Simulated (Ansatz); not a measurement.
The reference is BeTe in the rock salt structure (space group Fm-3m, No. 225; a hypothetical phase, not in the database extracts checked).

```
CELL_PARAMETERS angstrom
      0.00000     2.65093     2.65093
      2.65093     0.00000     2.65093
      2.65093     2.65093     0.00000
ATOMIC_POSITIONS crystal
  Te 0.00000 0.00000 0.00000
  Be 0.50000 0.50000 0.50000
```

All numbers come from PBEsol (Ansatz, a quantum-chemistry and plane-wave program), no spin-orbit coupling.

Base values:

The pressure comes out as 0.0 GPa and the band gap comes out as zero.

Perturbation: the cell is scaled by 0.9921 in all directions; the atoms relax in the strained cell.

Q: Predict the new energy relative to the base.

A: The energy grows by 2.4 meV/atom.

Q: Estimate the effect on the pressure.

A: The pressure goes from zero to 1.8 GPa.

Q: What does the calculation give for the band gap after the change?

A: The band gap is still zero.

Stability against distortions was not tested. All final runs are without spin polarisation.
